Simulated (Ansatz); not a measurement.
We consider LiF (model structure, F-43m, No. 216, 2 atoms in the cell), described by r²SCAN+rVV10 (Ansatz, a quantum-chemistry and plane-wave program, plane waves, PAW).

Numerical settings: plane-wave cutoff 560 eV, 14×14×14 k mesh, Fermi–Dirac smearing 0.01 eV, scalar-relativistic PAW data made under PBE.

Cell (relaxed at this level):

LiF has the cubic space group F-43m (No. 216), the zinc blende structure, Pearson symbol cF8. Lattice parameters: a = 4.2737 Å, b = 4.2737 Å, c = 4.2737 Å, α = 90.00°, β = 90.00°, γ = 90.00°. Li on 4a is coordinated by 4 F at 1.851 Å (tetrahedral). F on 4d is coordinated by 4 Li at 1.851 Å (tetrahedral). (Neighbours: up to the widest gap in distance over summed covalent radii, below 1.35, at either atom; cation-cation and far metal-metal contacts left out.)
(The calculation used a cell of 2 atoms; values per cell refer to that cell.)

Estimate the band gap that the calculation returns.


- band gap = 8.63 eV (direct)

Note: the relaxation could raise the start's symmetry but not lower it, so the cell can be a saddle point.

Computed values are for the static lattice.

A model structure was made by putting elements into a prototype or built by hand; it is no filed structure, need not be a known phase, and can be a saddle point held by its symmetry.
